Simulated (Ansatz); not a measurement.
The parent structure is Sn₂Rh₃S₂ (space group R-3m, No. 166; a = 5.629 Å, c = 13.275 Å (hexagonal axes); a cell from a computed database, its experimental status unchecked). Axes: x lies along a and z along c of the hexagonal cell.

Level of theory: PBEsol in Ansatz (plane waves to 420 eV, PAW, without spin-orbit coupling).

One thing is altered: the cell is scaled by 1.0141 in all directions, atoms relaxed at fixed cell.

### Question
Predict the stress tensor and what it implies for the stiffness.

### Answer
Stress of the strained cell less that of the base (GPa, compression positive):
```
   -4.5     0.0     0.0
    0.0    -4.5     0.0
    0.0     0.0    -4.7
```

Then B = −ΔP/(ΔV/V₀) with ΔV/V₀ = 0.0429 gives secant stiffness values (nonlinear terms included at this strain): B (at held cell shape, above the free-shape value) ≈ 107 GPa.

As a check, the harmonic strain energy −½ V₀ Δσ:ε is 11 meV/atom; the computed energy rise is 11 meV/atom.

Whether these cells are dynamically stable was not tested. All final runs are without spin polarisation. An odd electron count without spin: Sn2Rh3S2. Sn2Rh3S2 has a high density of states at the Fermi level and may be magnetic at this level.

Ansatz is a first-principles code.
